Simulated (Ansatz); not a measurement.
## Habitual settings against a tight run: BaHfS3 (P1, 5 atoms in the cell)

Self-consistent single point.

```
CELL_PARAMETERS angstrom
      5.03565     0.00000     0.00000
      0.00060     5.03771     0.00000
      0.00384     0.00036     5.03847
ATOMIC_POSITIONS crystal
  Ba 0.99137 0.00262 0.00595
  Hf 0.48750 0.50199 0.50491
  S  0.48563 0.99984 0.50266
  S  0.98729 0.49540 0.49486
  S  0.48821 0.50015 0.00162
```

Method of the run: LDA (PW92), PAW files made with PBE (plane waves; Ansatz, an electronic-structure program).

Base settings: basis.ecutwfc = 420 eV; kpoints.mp_grid.grid = 5 5 5; hamiltonian.xc = lda; hamiltonian.pseudopotentials = {kind: paw} (the program's default PAW files); scf.occupations.method = gaussian; scf.occupations.width = 0.02 eV.

Tight run (finer mesh or higher cutoff; not a proven limit): basis.ecutwfc: 420 eV → 590 eV; kpoints.mp_grid.grid: 5 5 5 → 7 7 7; scf.convergence.dr2_threshold: default (1e-07 eV) → 1e-09 eV. It gave top of the valence band (on the code's own zero) 7.94 eV; gap on the k-point mesh 0.68 eV; pressure -6.02 GPa; largest force (vector length) 0.019 eV/Å.

Quick runs, as changes from the base:
- A: the base itself
- B: basis.ecutwfc: 420 eV → 335 eV; kpoints.mp_grid.grid: 5 5 5 → 2 2 2; hamiltonian.xc: lda → pbesol; kpoints.mp_grid.shift: default → 0.5 0.5 0.5; scf.convergence.dr2_threshold: default (1e-07 eV) → 0.0001 eV [PBEsol]
- C: kpoints.mp_grid.grid: 5 5 5 → 4 4 4; scf.occupations.method: gaussian → cold; scf.occupations.width: 0.02 eV → 0.136 eV; width narrowed by the program to 0.0793 eV
- D: basis.ecutwfc: 420 eV → 250 eV; kpoints.mp_grid.grid: 5 5 5 → 6 6 6; hamiltonian.xc: lda → pbesol; scf.occupations.method: gaussian → fermi_dirac; scf.occupations.width: 0.02 eV → 0.2 eV [PBEsol]
- E: kpoints.mp_grid.grid: 5 5 5 → 3 3 3; hamiltonian.xc: lda → b3lyp [B3LYP]

Energies are extrapolated to zero smearing width, which holds to low order in the width alone.

Dashes: energy of B, D, E, another energy zero; time of B, C, D, under 30 s; gap of D, left out as unsure on this mesh or at this smearing; count of E, another kind of functional, whose work the count does not hold.

Gaps are read on each run's own mesh, which may miss the band edges.

† marks runs with another functional, U, potentials or spin treatment: their distance from the tight run is not a convergence error alone.

The count of work is k-points × plane waves × bands × iterations; it is no time. Core times come from one kind of shared machine and are given to one figure; runs under 30 s give none.

Pressures in the table are Ansatz's without its Pulay estimate, at a fixed set of plane waves; the tight run's value above holds the estimate.

The starting cell comes from a database of computed structures (which also holds hypothetical and non-ambient phases and stackings), without a prior relaxation at this level. Its lattice was rescaled by a random factor within 2.5 % of one. Spin-orbit coupling is off. In the base run, with a pressure of about -6 GPa the cell is away from its equilibrium volume at this level.

```tsv
run	energy less tight (meV/atom)	pressure less tight (GPa)	largest miss in a force vector (eV/Å)	gap on the mesh less tight (eV)	count of work / tight	core time / tight (rough)
A	2.4	0.00	0.019	0.062	0.20	0.2
B†	–	1.53	0.208	2.336	0.0070	–
C	7.1	0.07	0.056	-0.095	0.14	–
D†	–	-8.20	0.025	–	0.18	–
E†	–	7.01	0.108	1.628	–	1
```

Among the runs at the tight run's level, the energy misses run from 2.4 to 7.1 meV/atom.

Left out of this page: 2 runs of the series outside the window shown, repeating another row's setting, or not comparable.

Keys are those of Ansatz 0.2.
